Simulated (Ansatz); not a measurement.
Ag, pressure series

Start from Ag in the fcc (Cu type) structure (space group Fm-3m, No. 225; a = 4.105 Å).

Cell and atoms are relaxed at each pressure.

Level of theory: DFT with r2SCAN, PAW potentials and a 500 eV plane-wave cutoff in Ansatz (a quantum-chemistry and plane-wave program), scalar-relativistic without spin-orbit coupling.

Notes on the quantities. enthalpy: H = E + PV relative to the base's energy.

```tsv
case	enthalpy	volume per atom
base	–	17.30 Å³
pressure −2 GPa	-0.22 eV/atom	17.66 Å³
pressure −1 GPa	-0.11 eV/atom	17.47 Å³
pressure 0.9 GPa	+0.10 eV/atom	17.15 Å³
pressure 2.1 GPa	+0.22 eV/atom	16.96 Å³
pressure 4.5 GPa	+0.48 eV/atom	16.63 Å³
pressure 9 GPa	+0.94 eV/atom	16.10 Å³
pressure 15 GPa	+1.53 eV/atom	15.52 Å³
pressure 22.5 GPa	+2.24 eV/atom	14.95 Å³
pressure 30 GPa	+2.93 eV/atom	14.49 Å³
```

Load acts through the strain it causes; cell and atoms are relaxed under it. Stability against distortions was not tested. No other phases were tried under pressure.
